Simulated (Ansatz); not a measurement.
**How the lattice parameter a of BN (model structure, Pm-3m, No. 221, 2 atoms in the cell) moves with the method**

No measured value is used here.

```csv
level (code),value (Å)
LDA (Ansatz),2.284
PBE (Ansatz),[?]
PBEsol (Ansatz),2.300
PBE-D3(BJ) (Ansatz),2.304
r²SCAN (Ansatz),[?]
r²SCAN+rVV10 (Ansatz),2.311
```

### Question
Complete the blanks.

### Answer

- PBE (Ansatz, an electronic-structure program), value (Å): 2.321
- r²SCAN (Ansatz), value (Å): 2.313

PBE-D3(BJ): a distance lies near a switch of the dispersion term, which can move the cell. Cutoffs differ between the levels. Ansatz's density-functional and Hartree–Fock values are scalar-relativistic unless marked +SOC, with PAW data made under PBE.

A model structure was made by putting elements into a prototype or built by hand; it is no filed structure, need not be a known phase, and can be a saddle point held by its symmetry.
